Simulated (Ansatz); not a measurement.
We consider BeS (model structure, started from the NiAs type, P6₃/mmc, No. 194, 4 atoms in the cell), described by LDA (Ansatz, an electronic-structure program, PAW).

Run with plane-wave cutoff 520 eV, 12×12×8 k mesh (along the axes of the cell as run), Fermi–Dirac smearing 0.01 eV, scalar-relativistic PAW data made under PBE.

The cell is the one relaxed with PBEsol. Conventional cell: a = 3.2712 Å, b = 3.2712 Å, c = 5.2069 Å, α = 90.00°, β = 90.00°, γ = 120.00°.

```
BeS
1.0
    3.27121     0.00000     0.00000
   -1.63561     2.83295     0.00000
    0.00000     0.00000     5.20687
Be S
2 2
Cartesian
  0.00000   0.00000   0.00000
  0.00000   0.00000   2.60343
  0.00000   1.88864   1.30172
  1.63561   0.94432   3.90515
```

Question: List the 10 lowest band energies at Γ above −25 eV (eV, relative to the valence band maximum), grouping those that round alike.

Answer: At Γ: -15.42, -12.95, -7.42, -0.84 (×2), -0.78 (×2), 0.00, 3.37, 5.00.

Note: the relaxation could raise the start's symmetry but not lower it, so the cell can be a saddle point; cell and atoms aren't relaxed at this level (pressure -2.6 GPa).

A model structure was made by putting elements into a prototype or built by hand; it is no filed structure, need not be a known phase, and can be a saddle point held by its symmetry.
